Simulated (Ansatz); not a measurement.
Consider InAs in the zinc blende structure (space group F-43m, No. 216; a = 6.026 Å).

Calculations: Ansatz (a first-principles code), LDA, PAW, cutoff 420 eV, without spin-orbit coupling.

Base values:

| Item | Result |
|---|---|
| Pressure | 0.0 GPa |

Modification: every lattice vector is shortened by 3.00 %, atoms relaxed at fixed cell.

Question: What does the calculation give for the pressure after the change?

Answer: The pressure goes from zero to 6.8 GPa.

Question: What does the calculation give for the valley order after the change?

Answer: The valley order (the lowest conduction-band minima on the path, energy above the VBM, named in the base's zone) amounts to Γ 0.08 eV; L along ⟨111⟩ 1.01 eV; X along ⟨100⟩ 1.25 eV.

Question: Predict the new energy relative to the base.

Answer: The energy increases by 47 meV/atom.

The levels and masses belong to the bands next to the band gap. The cells carry an imposed strain or load. No phonon test of stability was made. The final runs are not spin-polarised.
